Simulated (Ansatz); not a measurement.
Worked example: self-consistent single point of AlN (Fm-3m, 2 atoms in the cell) in Ansatz (a quantum-chemistry and plane-wave program).

Level of theory: LDA (PW92), default PAW files made with PBE (plane waves; Ansatz).

```xyz
2
Lattice="0.0000 2.0447 2.0447 2.0447 0.0000 2.0447 2.0447 2.0447 0.0000" Properties=species:S:1:pos:R:3 pbc="T T T"
Al     2.0447     2.0447     2.0447
N      0.0000     0.0000     0.0000
```

Reference input (self-consistent single point, DFT, LDA (PW92), plane waves, default PAW files made with PBE): basis.ecutwfc = 420 eV; kpoints.mp_grid.grid = 10 10 10; hamiltonian.xc = lda; hamiltonian.pseudopotentials = {kind: paw} (the program's default PAW files); scf.occupations.method = fixed. This run's input differs from it in these lines:

Ansatz 0.2 input:
```diff
@@ -10,3 +10,3 @@
 basis:
-  ecutwfc: 420.0
+  ecutwfc: 505.0
 kpoints:
```

The program printed (abridged):

```
SCF iter   1: F=—  HF=-889.628774 eV  |F-HF|=—  |Δ(HF+E_count)|=         —  Δρ=9.23e-3  dr2=1.44e-2  ethr=1.77e-3  ⟨swp⟩=4.1  Hψ=2359  notcnv=0  defer=60
all-band conjugate gradients solve this SCF's bands
preconditioner: auto → none
SCF iter   2: F=—  HF=-889.624457 eV  |F-HF|=—  |Δ(HF+E_count)|=   4.32e-3  Δρ=4.65e-3  dr2=1.65e-3  ethr=1.80e-4  ⟨swp⟩=2.3  Hψ=886  notcnv=0  defer=90
SCF iter   3: F=—  HF=-889.623893 eV  |F-HF|=—  |Δ(HF+E_count)|=   5.64e-4  Δρ=1.70e-3  dr2=1.78e-4  ethr=2.07e-5  ⟨swp⟩=2.4  Hψ=608  notcnv=0  defer=86
SCF iter   4: F=—  HF=-889.623808 eV  |F-HF|=—  |Δ(HF+E_count)|=   8.55e-5  Δρ=2.11e-4  dr2=2.36e-6  ethr=2.23e-6  ⟨swp⟩=2.9  Hψ=566  notcnv=0  defer=87
SCF iter   5: F=—  HF=-889.623806 eV  |F-HF|=—  |Δ(HF+E_count)|=   1.29e-6  Δρ=1.21e-5  dr2=9.09e-9  ethr=2.95e-8  ⟨swp⟩=2.0  Hψ=562  notcnv=0  defer=9
SCF iter   6: F=-889.623806 eV  HF=-889.623806 eV  |F-HF|=1.61e-11  |Δ(HF+E_count)|=  2.97e-10  Δρ=7.75e-7  dr2=4.43e-11  ethr=1.14e-10  ⟨swp⟩=3.7  Hψ=1884  notcnv=0
SCF 1 converged in 6 iterations: F = -889.623806 eV  dr2 = 4.43e-11
Free energy (F): -889.623806 eV
Internal energy: -889.623806 eV  (E = F + TS)
E sigma→0 (E₀):  -889.623806 eV
Fermi energy:    10.459441 eV
--- Forces (eV/Å), atoms counted from 1 ---
  atom   1  Al    -0.00000000    -0.00000000     0.00000000
  atom   2  N     -0.00000000    -0.00000000     0.00000000
--- Stress (GPa, compression-positive) ---
      -14.309252       0.000000      -0.000000
        0.000000     -14.309252      -0.000000
       -0.000000       0.000000     -14.309252
  P = ⅓ Tr σ = -14.3093 GPa (-143.093 kbar)
  The stress holds the Pulay correction. Without it, at fixed plane waves, as pw.x and ABINIT print it: P = -14.3294 GPa
```

The run converged in 6 iterations. Against the reference run the free energy goes down by 3.2 meV/atom, the pressure hardly changes (-14.34 to -14.31 GPa) and the gap on the mesh stays at 4.151 eV.

The starting cell comes from a database of computed structures (which also holds hypothetical and non-ambient phases and stackings), without a prior relaxation at this level. Its lattice was rescaled by up to half a per cent. Ansatz's pressure includes its estimate of the finite-basis (Pulay) stress.
